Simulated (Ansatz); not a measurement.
## Hypothetical P-3m1 In2O3: pressure series

The parent structure is In₂O₃ (space group P-3m1, No. 164; a = 3.419 Å, c = 6.094 Å; a hypothetical phase, not in the database extracts checked).

Cell and atoms are relaxed at each pressure.

Levels (all Ansatz, a first-principles code, PAW): PBEsol (420 eV, spin-orbit coupling left out); HSE06 (420 eV, no spin-orbit coupling).

Band gaps by level, all at the geometries relaxed with PBEsol:

| case | PBEsol | HSE06 |
|---|---|---|
| base | 0.70 eV | 2.18 eV |
| pressure 0.3 GPa | 0.71 eV | 2.19 eV |
| pressure 0.7 GPa | 0.72 eV | 2.20 eV |
| pressure 1.5 GPa | 0.74 eV | 2.23 eV |
| pressure 3 GPa | 0.77 eV | 2.28 eV |
| pressure 5 GPa | 0.80 eV | 2.29 eV |
| pressure 7.5 GPa | 0.85 eV | 2.35 eV |
| pressure 10 GPa | 0.89 eV | 2.40 eV |

Single points use the geometry relaxed with PBEsol. HSE06 gaps are upper bounds (no full band path). Load acts through the strain it causes; cell and atoms are relaxed under it. Stability against distortions was not tested. No other phases were tried under pressure. The base started in P3m1 and relaxed to P-3m1 at this level.
